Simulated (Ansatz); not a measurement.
**Response to strain in hypothetical ReO3 type InCl3**

The reference is InCl3 in the ReO3 type structure (space group Pm-3m, No. 221; a = 5.0283 Å; a hypothetical phase, not in the database extracts checked; relaxed with 0.1 eV smearing). Axes: x, y, z lie along the cube axes.

Strains are applied to the cell and any free atomic positions relax; under biaxial strain the out-of-plane vector relaxes too; under stress the whole cell relaxes.

Computed with DFT with PBEsol, PAW potentials and a 420 eV plane-wave cutoff in Ansatz (a quantum-chemistry and plane-wave program), no spin-orbit coupling.

Notes on the quantities. pressure: mean of the normal stresses, compression positive; energy relative to the base: free energy F.

| change | volume per atom | space group | pressure | energy relative to the base |
|---|---|---|---|---|
| base | 31.78 Å³ | Pm-3m (No. 221) | 0.0 GPa | 0 meV/atom |
| biaxial strain +1.95 %, plane normal [001], relaxed out of plane | 32.90 Å³ | P4/mmm (No. 123) | -1.2 GPa | +7.6 meV/atom |
| biaxial strain −1.98 %, plane normal [110], relaxed out of plane | 31.07 Å³ | Cmmm (No. 65) | 1.0 GPa | +5.8 meV/atom |
| biaxial strain +1.27 %, plane normal [110], relaxed out of plane | 32.25 Å³ | Cmmm (No. 65) | -0.6 GPa | +2.2 meV/atom |
| biaxial strain +0.79 %, plane normal [111], relaxed out of plane | 31.98 Å³ | R-3m (No. 166) | -0.2 GPa | +0.6 meV/atom |
| isotropic strain +4.66 % | 36.44 Å³ | Pm-3m (No. 221) | -3.9 GPa | +65 meV/atom |
| uniaxial strain ε_xx = +1.03 % | 32.11 Å³ | P4/mmm (No. 123) | -0.4 GPa | +1.0 meV/atom |
| tensor shear ε_xz = +2.69 % | 31.76 Å³ | Cmmm (No. 65) | 0.0 GPa | +3.1 meV/atom |
| tensor shear ε_yz = +2.18 % | 31.77 Å³ | Cmmm (No. 65) | 0.0 GPa | +2.0 meV/atom |
| uniaxial stress, 5 GPa compression along x | 30.75 Å³ | P4/mmm (No. 123) | – | +20 meV/atom |

Beyond what the load breaks, stability against distortions was not tested. All final runs are without spin polarisation.
